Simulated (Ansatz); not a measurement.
Worked example: self-consistent single point of LaCu₂ (P6mm, 3 atoms in the cell) in Ansatz (a program for electronic structure).

Computed with PBEsol, harder PAW files (source: ansatz) made with PBE (plane waves; Ansatz).

```xyz
3
Lattice="4.3132 0.0000 0.0000 -2.1566 3.7353 0.0000 0.0000 0.0000 3.8625" Properties=species:S:1:pos:R:3 pbc="T T T"
La     0.0000     0.0000     0.0500
Cu     0.0000     2.4902     1.9313
Cu     2.1566     1.2451     1.9313
```

Reference input (self-consistent single point, DFT, PBEsol, plane waves, default PAW files made with PBE): basis.ecutwfc = 420 eV; kpoints.mp_grid.grid = 9 9 9; hamiltonian.xc = pbesol; hamiltonian.pseudopotentials = {kind: paw} (the program's default PAW files); scf.occupations.method = fermi_dirac; scf.occupations.width = 0.1 eV. This run's input differs from it in these lines:

Ansatz 0.2 input:
```diff
@@ -10,3 +10,3 @@
 basis:
-  ecutwfc: 420.0 eV
+  ecutwfc: 1050.0 eV
 kpoints:
@@ -15,3 +15,3 @@
   xc: pbesol
-  pseudopotentials: { kind: paw }
+  pseudopotentials: { kind: paw, source: ansatz }
 scf:
```

The program printed (abridged):

```
SCF iter   1: F=—  HF=-19396.609050 eV  |F-HF|=—  |Δ(HF+E_count)|=         —  Δρ=1.42e0  dr2=1.85e3  ethr=3.10e-3  ⟨swp⟩=5.2  Hψ=14044  notcnv=0
all-band conjugate gradients solve this SCF's bands
automatic band count: the SCF goes on with 35 bands, as 30 were too few: the levels above may hold too much charge
preconditioner: auto → Kerker (q_TF=auto, 2.622 Å⁻¹)
   [... lines left out ...]
SCF iter  12: F=—  HF=-19366.139496 eV  |F-HF|=—  |Δ(HF+E_count)|=   3.30e-4  Δρ=2.45e-4  dr2=8.51e-5  ethr=2.87e-6  ⟨swp⟩=2.1  Hψ=2896  notcnv=0  defer=5
SCF iter  13: F=—  HF=-19366.139408 eV  |F-HF|=—  |Δ(HF+E_count)|=   8.87e-5  Δρ=7.83e-5  dr2=7.41e-6  ethr=1.74e-7  ⟨swp⟩=2.0  Hψ=2917  notcnv=0  defer=5
SCF iter  14: F=—  HF=-19366.139406 eV  |F-HF|=—  |Δ(HF+E_count)|=   1.45e-6  Δρ=1.44e-5  dr2=3.02e-7  ethr=1.51e-8  ⟨swp⟩=2.2  Hψ=2897  notcnv=0  defer=5
SCF iter  15: F=-19366.139406 eV  HF=-19366.139406 eV  |F-HF|=5.25e-9  |Δ(HF+E_count)|=   8.65e-8  Δρ=3.71e-6  dr2=1.07e-8  ethr=2.04e-10  ⟨swp⟩=8.9  Hψ=10956  notcnv=0
SCF 1 converged in 15 iterations: F = -19366.139406 eV  dr2 = 1.07e-8
Free energy (F): -19366.139406 eV
Internal energy: -19366.074770 eV  (E = F + TS)
E sigma→0 (E₀):  -19366.107088 eV
Entropy (-TS):   -0.064636 eV (-21.545 meV/atom)
Fermi energy:    12.951707 eV
--- Forces (eV/Å), atoms counted from 1 ---
  atom   1  La     0.00000000    -0.00000000    -0.17552040
  atom   2  Cu     0.00000000     0.00000000     0.08775969
  atom   3  Cu     0.00000000    -0.00000000     0.08775969
--- Stress (GPa, compression-positive) ---
       -3.107898      -0.000000       0.000000
       -0.000000      -3.107898       0.000000
        0.000000      -0.000000      -2.914987
  P = ⅓ Tr σ = -3.0436 GPa (-30.436 kbar)
  The stress holds the Pulay correction. Without it, at fixed plane waves, as pw.x and ABINIT print it: P = -3.0554 GPa
```

The run converged in 15 iterations. Against the reference run the pressure hardly changes (-3.06 to -3.04 GPa) and the largest force hardly changes (0.175 to 0.176 eV/Å).

The starting cell comes from a database of computed structures (which also holds hypothetical and non-ambient phases and stackings), without a prior relaxation at this level. Its lattice was rescaled by up to half a per cent. One atom was moved a little off its site on purpose. Spin polarisation is off. Ansatz's pressure includes its estimate of the finite-basis (Pulay) stress.

Cost on one core of a shared machine: roughly 70 s.
